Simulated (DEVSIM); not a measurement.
Device: Schottky contact on n-type Si, at 250 K.

```tsv
layer (left to right)	material	thickness (μm)	Nd (cm⁻³)	τn (s)	τp (s)
1	Si	1.10	5e15	0.00011	0.00011
2	Si	41.0	6.8e17	0.00011	0.00011
```

Left contact: Schottky, work function 4.77 eV, emission velocity 4.8e6 cm/s. Right contact: ohmic. Voltage is applied to the left contact. Recombination: SRH at mid-gap, radiative. Mobility is μmin + (μ − μmin)/(1 + (N/Nref)^α).

Constants are typed, rounded textbook-type inputs, not results; the design itself was drawn at random and stands for no fabricated device. Values at 300 K; Nc and Nv go as T^1.5, mobilities as T to minus their exponent, the gap by Varshni's rule with the affinity fixed. The table also holds parameters that only a changed run uses.

| parameter | Si |
|---|---|
| gap (eV) | 1.124 |
| affinity (eV) | 4.05 |
| permittivity | 11.7 |
| Nc (cm⁻³) | 2.86e19 |
| Nv (cm⁻³) | 3.1e19 |
| μn (cm²/Vs) | 1417 |
| μp (cm²/Vs) | 470 |
| μn,min | 52 |
| μp,min | 45 |
| Nref,n | 9.7e16 |
| Nref,p | 2.2e17 |
| αn | 0.68 |
| αp | 0.72 |
| T exponent of μn | 2.3 |
| T exponent of μp | 2.2 |
| B (cm³/s) | 4.7e-15 |
| Cn (cm⁶/s) | 2.8e-31 |
| Cp (cm⁶/s) | 9.9e-32 |
| Varshni α (eV/K) | 0.000473 |
| Varshni β (K) | 636 |

DEVSIM, 1D drift-diffusion, Boltzmann statistics, complete ionisation; no tunnelling, impact ionisation, image-force lowering or self-heating. Metal contacts follow the ideal Schottky-Mott rule: no Fermi-level pinning, no interface dipoles.

Base results: potential step across the device at zero bias (V) 0.645; dark forward voltage at 1 A/cm² (V) 0.366; dark forward voltage at 100 A/cm² (V) 0.484.

What follows from this one change: thickness of layer 1 1.1 → 1.9 μm?

potential step across the device at zero bias little changed (0.645 V); dark forward voltage at 1 A/cm² little changed (0.366 V); dark forward voltage at 100 A/cm² 0.484 → 0.489 V.

What follows from this one change: constant mobility in place of the doping-dependent one?

potential step across the device at zero bias little changed (0.645 V); dark forward voltage at 1 A/cm² little changed (0.365 V); dark forward voltage at 100 A/cm² 0.484 → 0.477 V.
